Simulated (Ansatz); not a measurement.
We consider AlN2H6F3 (C2/m, No. 12, 12 atoms in the cell; start mp-1228986), described by PBE0 (PAW; Ansatz, a first-principles code).

Output (set-up and result lines):

```
WARN output.stress: scf.exx.energy_threshold = 1e-6 eV is looser than the 1.2e-7 eV advised for a stress under a hybrid functional (1e-8 eV for each atom of …
Crystal: 12 atoms, lattice volume = 96.031 Å³
Basis set: ecut = 460 eV, 2161 PW (Γ), exchange–correlation on 80×80×100 points (8 copies of the dense FFT grid, shifted against one another)
Bands: 32, of which v1, the nominal top of the filled ones, is band 20 counted from 1 (19 counted from 0)
Symmetry: 4 space group operations
Space group: C2/m (ITA 12), of the structure as read, at distance tolerance 4.6e-5 Å
k-points: 47 of 144
Functional: x = pbe(κ = 0.804, μ = 0.2195149727645171), c = pbe(β = 0.06672455060314922), warm-up for x = 0.75 pbe(κ = 0.804, μ = 0.2195149727645171) + 0.25 exact, c = pbe(β = 0.06672455060314922)
SCF iter   1: F=—  HF=-3834.858589 eV  |F-HF|=—  |Δ(HF+E_count)|=         —  Δρ=2.23e-3  dr2=3.52e-3
SCF iter   2: F=—  HF=-3834.857014 eV  |F-HF|=—  |Δ(HF+E_count)|=   1.57e-3  Δρ=1.25e-3  dr2=5.84e-4
  ...
Crystal: 12 atoms, lattice volume = 96.031 Å³
Initial density: handed on by an earlier stage of this run
Functional: x = 0.75 pbe(κ = 0.804, μ = 0.2195149727645171) + 0.25 exact, c = pbe(β = 0.06672455060314922)
Crystal: 12 atoms, lattice volume = 96.031 Å³
SCF iter   4: F=—  HF=-3835.600224 eV  |F-HF|=—  |Δ(HF+E_count)|=   2.57e-8  Δρ=3.54e-6  dr2=3.16e-9
SCF iter   5: F=-3835.600224 eV  HF=-3835.600224 eV  |F-HF|=1.83e-10  |Δ(HF+E_count)|=   1.09e-9  Δρ=6.49e-7  dr2=7.24e-10
SCF 3 converged in 5 iterations: F = -3835.600224 eV  dr2 = 7.24e-10
Free energy (F): -3835.600224 eV
Internal energy: -3835.600224 eV  (E = F + TS)
E sigma→0 (E₀):  -3835.600224 eV
Fermi energy:    2.874000 eV
--- Forces (eV/Å), atoms counted from 1 ---
  atom   1  Al     0.00000000     0.00000000    -0.00000000
  atom   2  H      0.12351920    -0.00000000    -0.35348252
  atom   3  H     -0.12351920     0.00000000     0.35348252
  atom   4  H     -0.25234314    -0.30351133     0.01800310
  atom   5  H      0.25234314     0.30351133    -0.01800310
  atom   6  H      0.25234314    -0.30351133    -0.01800310
  atom   7  H     -0.25234314     0.30351133     0.01800310
  atom   8  N      0.23817207     0.00000000     0.16839673
  atom   9  N     -0.23817207     0.00000000    -0.16839673
  atom  10  F      0.26333899    -0.00000000    -0.27720359
  atom  11  F     -0.26333899     0.00000000     0.27720359
  atom  12  F      0.00000000     0.00000000     0.00000000
--- Stress (GPa, compression-positive) ---
       -2.068444       0.000000       0.857765
        0.000000      -2.293299      -0.000000
        0.857766      -0.000000      -1.924890
  P = ⅓ Tr σ = -2.0955 GPa (-20.955 kbar)
```

### Question
Write an input file that could have produced this run (the log leaves some choices open).

### Answer
This is not unique; one that fits is 
Ansatz 0.2 input:
```yaml
crystal:
  lattice:
    - [4.8715760237, -1.8977849644, 0.0638388476]
    - [4.8715760237, 1.8977849644, 0.0638388476]
    - [-4.6806326529, 0.0, 5.1322161976]
  atoms:
    - { symbol: Al, position: [0.0, 0.0, 0.0] }
    - { symbol: H, position: [0.3264383475, 0.3264383475, 0.4543906646] }
    - { symbol: H, position: [0.6735616525, 0.6735616525, 0.5456093354] }
    - { symbol: H, position: [0.1222846016, 0.5468681496, 0.2568428166] }
    - { symbol: H, position: [0.8777153984, 0.4531318504, 0.7431571834] }
    - { symbol: H, position: [0.4531318504, 0.8777153984, 0.7431571834] }
    - { symbol: H, position: [0.5468681496, 0.1222846016, 0.2568428166] }
    - { symbol: N, position: [0.2751922418, 0.2751922418, 0.269572379] }
    - { symbol: N, position: [0.7248077582, 0.7248077582, 0.730427621] }
    - { symbol: F, position: [0.9870670527, 0.9870670527, 0.2460635679] }
    - { symbol: F, position: [0.0129329473, 0.0129329473, 0.7539364321] }
    - { symbol: F, position: [0.5, 0.5, 0.0] }
basis:
  ecutwfc: 460
  ecutrho_ratio: 4
  xc_grid: 2
kpoints:
  mp_grid: { grid: [6, 6, 4] }
hamiltonian:
  xc: pbe0
  dispersion: none
  pseudopotentials: { kind: paw }
scf:
  occupations: { method: fermi_dirac, width: 0.01 }
  convergence: { dr2_threshold: 0.0000000012 }
output:
  forces: true
  stress: true
  eigenvalues: true
```

The PAW data were made under PBE.

Note: cell and atoms aren't relaxed at this level (largest force component 0.35 eV/Å, pressure -2.1 GPa).

It cost very roughly 6 core-minutes of CPU time.

A start named mp-… is a Materials Project structure, which need not be a measured phase.
